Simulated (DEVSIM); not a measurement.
Device: abrupt Si p-n junction, at 300 K.

| layer (left to right) | material | thickness (μm) | Nd (cm⁻³) | Na (cm⁻³) | τn (s) | τp (s) |
|---|---|---|---|---|---|---|
| 1 | Si | 37.0 | - | 1.7e17 | 0.00099 | 0.00099 |
| 2 | Si | 20.0 | 1.3e17 | - | 0.00099 | 0.00099 |

Left contact: ohmic. Right contact: ohmic. Voltage is applied to the left contact. Recombination: SRH at mid-gap, radiative, Auger. Mobility is constant in doping.

The device is made up for the run: typed textbook-type constants, with dimensions and the other settings drawn at random. Values at 300 K.

```tsv
parameter	Si
gap (eV)	1.124
affinity (eV)	4.05
permittivity	11.7
Nc (cm⁻³)	2.86e19
Nv (cm⁻³)	3.1e19
μn (cm²/Vs)	1417
μp (cm²/Vs)	470
B (cm³/s)	4.7e-15
Cn (cm⁶/s)	2.8e-31
Cp (cm⁶/s)	9.9e-32
```

DEVSIM, 1D drift-diffusion, Boltzmann statistics, complete ionisation; no tunnelling, impact ionisation, image-force lowering or self-heating.

The thickness of layer 2 was swept, all else fixed.

```csv
thickness of layer 2 (μm),dark forward voltage at 100 A/cm² (V),dark forward voltage at 1 A/cm² (V)
4,0.811,0.671
7,0.819,0.682
12,0.826,0.690
20,0.831,0.697
34,0.837,0.702
60,0.845,0.706
100,0.856,0.709
```

From the first row to the last the dark forward voltage at 100 A/cm² goes from 0.811 to 0.856. From the first row to the last the dark forward voltage at 1 A/cm² goes from 0.671 to 0.709.
